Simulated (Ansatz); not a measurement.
Consider TaN in the rock salt structure (space group Fm-3m, No. 225; a = 4.376 Å; relaxed with 0.1 eV smearing). Axes: x, y, z lie along the cube axes.

Calculations: PBEsol (Ansatz, a program for electronic structure; PAW; 420 eV plane waves; scalar-relativistic without spin-orbit coupling).

Strains are applied to the cell and any free atomic positions relax; under biaxial strain the out-of-plane vector relaxes too.

One change was made to it. Results:

The energy grows by 5.4 meV/atom; the pressure goes from zero to 8.0 GPa.

Task: Name the change that was made.
A. isotropic strain −0.71 %
B. biaxial strain +1.61 %, plane normal [110], relaxed out of plane
C. biaxial strain −4.05 %, plane normal [001], relaxed out of plane
D. uniaxial strain ε_yy = −1.22 %

Result: A, isotropic strain −0.71 %. For comparison, the energy relative to the base in the other runs: biaxial strain +1.61 %, plane normal [110], relaxed out of plane gives +8.9 meV/atom; biaxial strain −4.05 %, plane normal [001], relaxed out of plane gives +108 meV/atom; uniaxial strain ε_yy = −1.22 % gives +4.1 meV/atom.

A biaxial case was relaxed in a doubled cell and then solved in the primitive one. Stability against distortions was not tested. The final runs are not spin-polarised. This is not the structure that TaN has at room temperature and ambient pressure.
